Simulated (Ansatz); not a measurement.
**Pressure series in PbTe**

Base system: PbTe in the rock salt structure (space group Fm-3m, No. 225; a = 6.569 Å).

Cell and atoms are relaxed at each pressure.

The values are results of PBE (Ansatz, a program for electronic structure; PAW; 420 eV plane waves; without spin-orbit coupling), earlier PAW set, not measurements.

Candidates:
(a) pressure −2 GPa
(b) pressure 0.3 GPa
(c) pressure 5 GPa
(d) pressure −1 GPa

Base values:

| Quantity | Value |
|---|---|
| Band gap | 0.83 eV |

Task: Order them by band gap, lowest first.

Result: (c) pressure 5 GPa (0.61 eV), (b) pressure 0.3 GPa (0.82 eV), (d) pressure −1 GPa (0.88 eV), (a) pressure −2 GPa (0.93 eV)

Spin-orbit coupling, missing from the scalar runs, can matter with Pb and Te. Load acts through the strain it causes; cell and atoms are relaxed under it. Stability against distortions was not tested. Competing high-pressure phases were not computed.
